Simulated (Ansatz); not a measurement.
The parent structure is Sn in the diamond structure (space group Fd-3m, No. 227; a = 6.569 Å). Axes: x, y, z lie along the cube axes.

The values are results of Kohn–Sham DFT with the r2SCAN functional, run in Ansatz (a program for electronic structure) with PAW and 500 eV plane waves, no SOC, earlier PAW set, not measurements.

Strains are applied to the cell and any free atomic positions relax; under biaxial strain the out-of-plane vector relaxes too.

One change was made to it. Results:

| quantity | base | after |
|---|---|---|
| pressure (mean of the normal stresses, compression positive) | 0.0 GPa | 2.8 GPa |
| energy relative to the base (free energy F) | 0 meV/atom | +40 meV/atom |
| volume per atom | 35.43 Å³ | 33.46 Å³ |

Question: Name the change that was made.
A) biaxial strain −0.73 %, plane normal [001], relaxed out of plane
B) biaxial strain −2.05 %, plane normal [110], relaxed out of plane
C) biaxial strain −1.84 %, plane normal [001], relaxed out of plane
D) biaxial strain −4.41 %, plane normal [110], relaxed out of plane
E) biaxial strain +0.20 %, plane normal [110], relaxed out of plane

Answer: D, biaxial strain −4.41 %, plane normal [110], relaxed out of plane. For comparison, the energy relative to the base in the other runs: biaxial strain −1.84 %, plane normal [001], relaxed out of plane gives +5.3 meV/atom; biaxial strain −2.05 %, plane normal [110], relaxed out of plane gives +8.4 meV/atom; biaxial strain +0.20 %, plane normal [110], relaxed out of plane gives +0.1 meV/atom; biaxial strain −0.73 %, plane normal [001], relaxed out of plane gives +0.8 meV/atom.

A biaxial case was relaxed in a doubled cell and then solved in the primitive one. Stability against distortions was not tested.
